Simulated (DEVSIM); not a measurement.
Device: Schottky contact on n-type Si, at 350 K.

| layer (left to right) | material | thickness (μm) | Nd (cm⁻³) | τn (s) | τp (s) |
|---|---|---|---|---|---|
| 1 | Si | 4.10 | 8.5e16 | 1.6e-7 | 1.6e-7 |
| 2 | Si | 34.0 | 5.2e17 | 1.6e-7 | 1.6e-7 |

Left contact: Schottky, work function 4.73 eV, emission velocity 3.5e6 cm/s. Right contact: ohmic. Voltage is applied to the left contact. Recombination: SRH at mid-gap, radiative. Mobility is μmin + (μ − μmin)/(1 + (N/Nref)^α).

Constants are typed, rounded textbook-type inputs, not results; the design itself was drawn at random and stands for no fabricated device. Values at 300 K; Nc and Nv go as T^1.5, mobilities as T to minus their exponent, the gap by Varshni's rule with the affinity fixed. The table also holds parameters that only a changed run uses.

```
parameter               Si
----------------  --------
gap (eV)             1.124
affinity (eV)         4.05
permittivity          11.7
Nc (cm⁻³)          2.86e19
Nv (cm⁻³)           3.1e19
μn (cm²/Vs)           1417
μp (cm²/Vs)            470
μn,min                  52
μp,min                  45
Nref,n              9.7e16
Nref,p              2.2e17
αn                    0.68
αp                    0.72
T exponent of μn       2.3
T exponent of μp       2.2
B (cm³/s)          4.7e-15
Cn (cm⁶/s)         2.8e-31
Cp (cm⁶/s)         9.9e-32
Varshni α (eV/K)  0.000473
Varshni β (K)          636
```

DEVSIM, 1D drift-diffusion, Boltzmann statistics, complete ionisation; no tunnelling, impact ionisation, image-force lowering or self-heating. Metal contacts follow the ideal Schottky-Mott rule: no Fermi-level pinning, no interface dipoles.

Base results: potential step across the device at zero bias (V) 0.552; dark forward voltage at 1 A/cm² (V) 0.175; dark forward voltage at 100 A/cm² (V) 0.337.

### Question
What follows from this one change: doping Nd of layer 2 5.2e+17 → 1.6e+18 cm^-3?

### Answer
potential step across the device at zero bias 0.552 → 0.586 V; dark forward voltage at 1 A/cm² little changed (0.175 V); dark forward voltage at 100 A/cm² 0.337 → 0.330 V.

### Question
What follows from this one change: doping Nd of layer 1 8.5e+16 → 2.6e+15 cm^-3?

### Answer
potential step across the device at zero bias little changed (0.552 V); dark forward voltage at 1 A/cm² 0.175 → 0.183 V; dark forward voltage at 100 A/cm² 0.337 → 0.445 V.

### Question
What follows from this one change: constant mobility in place of the doping-dependent one?

### Answer
potential step across the device at zero bias little changed (0.552 V); dark forward voltage at 1 A/cm² little changed (0.174 V); dark forward voltage at 100 A/cm² 0.337 → 0.322 V.
